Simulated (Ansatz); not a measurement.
## Rock-salt LaTe: properties by level of theory

| level (code) | equilibrium lattice constant a (Å) | bulk modulus (GPa) |
|---|---|---|
| LDA (Ansatz) | 6.344 | 65.7 |
| PBEsol (Ansatz) | (withheld) | (withheld) |
| r²SCAN+SOC (Ansatz) | 6.494 | (withheld) |

Q: Some entries are withheld; supply them.

A: 
- PBEsol (Ansatz, an electronic-structure program), equilibrium lattice constant a (Å): 6.391
- PBEsol (Ansatz), bulk modulus (GPa): 61.7
- r²SCAN+SOC (Ansatz), bulk modulus (GPa): 57.6

Ansatz's density-functional and Hartree–Fock values are scalar-relativistic unless marked +SOC, with PAW data made under PBE.

Computed values are for the static lattice.
